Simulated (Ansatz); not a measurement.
Start from Ge in the diamond structure (space group Fd-3m, No. 227).

```xyz
2
Lattice="0.0000 2.8381 2.8381 2.8381 0.0000 2.8381 2.8381 2.8381 0.0000" Properties=species:S:1:pos:R:3 pbc="T T T"
Ge     2.8381     2.8381     2.8381
Ge     4.2571     4.2571     4.2571
```

Method: DFT with PBEsol, PAW potentials and a 420 eV plane-wave cutoff in Ansatz (a first-principles code), scalar-relativistic without spin-orbit coupling.

Base values:

* **Lattice parameter a**: 5.676 Å
* **Band gap**: zero

One thing is altered: full substitution Ge → Se; the structure is relaxed again.

Tabulated Pauling electronegativity and covalent radius: Ge 2.01, 1.20 Å; Se 2.55, 1.20 Å.

What does the calculation give for the lattice parameter a and band gap after the change?

The lattice parameter a goes up by 0.547 Å (5.676 Å → 6.223 Å); the band gap is still zero.

Whether these cells are dynamically stable was not tested. As relaxed here, Se is a hypothetical phase, not in the database extracts checked. The zero or small gap of Ge can change with the level of theory.
